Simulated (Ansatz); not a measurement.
ZnCu2SnS4 under a change: biaxial strain +4.26 %, plane normal [001], relaxed out of plane

Start from ZnCu2SnS4 (space group I-4, No. 82; a = 5.468 Å, c = 10.935 Å). Axes: x, y, z lie along a, b, c of the conventional cell.

Modification: tensile biaxial strain of 4.26 % in the plane normal to [001], as in epitaxy on a mismatched substrate; the out-of-plane cell vector and the atoms relax.

Method: PBE (Ansatz, a first-principles code, PAW, without spin-orbit coupling), earlier PAW set. Settings: 9×9×9 k-points, 0.05 eV Fermi–Dirac smearing.

```csv
quantity,base,changed,shift
volume per atom,20.44 Å³,21.06 Å³,+0.62 Å³
space group,I-4 (No. 82),I-4 (No. 82),–
shortest interatomic distance,2.317 Å,2.348 Å,+0.031 Å
energy relative to the base (free energy F),0 meV/atom,+17 meV/atom,+17 meV/atom
"pressure (mean of the normal stresses, compression positive)",0.0 GPa,-2.0 GPa,-2.0 GPa
band gap (uncertain: the Fermi level lies in a band; the changed cell),zero,0.05 eV,–
out-of-plane strain (rough),–,-5.21 %,–
mean in-plane stress (compression positive) (rough),–,-3.1 GPa,–
```

Final structure (turned so that z lies along the plane normal):

```yaml
crystal:
  lattice:
    - [5.70143, 0.00000, 0.00000]
    - [0.00000, 5.70143, 0.00000]
    - [2.85072, -2.85072, 5.18283]
  atoms:
    - { symbol: Cu, position: [0.00000, 0.00000, 0.00000] }
    - { symbol: Cu, position: [0.25000, 0.25000, 0.50000] }
    - { symbol: Zn, position: [0.75000, 0.75000, 0.50000] }
    - { symbol: Sn, position: [0.50000, 0.50000, 0.00000] }
    - { symbol: S, position: [0.89360, 0.11299, 0.74025] }
    - { symbol: S, position: [0.36615, 0.62726, 0.74025] }
    - { symbol: S, position: [0.11299, 0.36615, 0.25975] }
    - { symbol: S, position: [0.62726, 0.89360, 0.25975] }
```

Cost of the whole job for the changed cell (relaxation, final SCF and bands): about 8 core-minutes (a rough figure).

Without a gap, meshes like the base's 9×9×9 leave anisotropic stresses uncertain by several tenths of a GPa, and small strain energies with them. Stability against distortions was not tested. All final runs are without spin polarisation. Gaps under 0.05 eV, about the width of the smearing, are given as zero. A zero or small gap of ZnCu2SnS4 can be the functional's error rather than a property of the material.
